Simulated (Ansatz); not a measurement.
## What S → P does to ZnCu2SnS4

Base system: ZnCu2SnS4 (space group I-4, No. 82; a = 5.4685 Å, c = 10.9351 Å).

It is then changed as follows: P takes the place of S on all its sites; the structure is relaxed again.

All numbers come from PBE, PAW, 420 eV (Ansatz, a first-principles code; without spin-orbit coupling), earlier PAW set. Settings: 12×12×12 k-points, 0.05 eV Fermi–Dirac smearing, for the changed cell.

```csv
quantity,base,changed,shift
volume per atom,20.44 Å³,20.19 Å³,-0.25 Å³
density,4.46 g/cm³,4.47 g/cm³,+0.01 g/cm³
lattice parameter a,5.468 Å,5.401 Å,-0.0677 Å
c/a ratio,2.000,2.050,+0.050
space group,I-4 (No. 82),I-4 (No. 82),–
shortest interatomic distance,2.317 Å,2.260 Å,-0.057 Å
band gap,zero,zero,–
```

Cost of the whole job for the changed cell (relaxation, final SCF and bands): about 21 core-minutes (a rough figure).

Whether these cells are dynamically stable was not tested. As relaxed here, ZnCu2SnP4 is a hypothetical phase, not in the database extracts checked. All final runs are without spin polarisation. Gaps under 0.05 eV, about the width of the smearing, are given as zero. The zero or small gap of ZnCu2SnS4 can change with the level of theory.
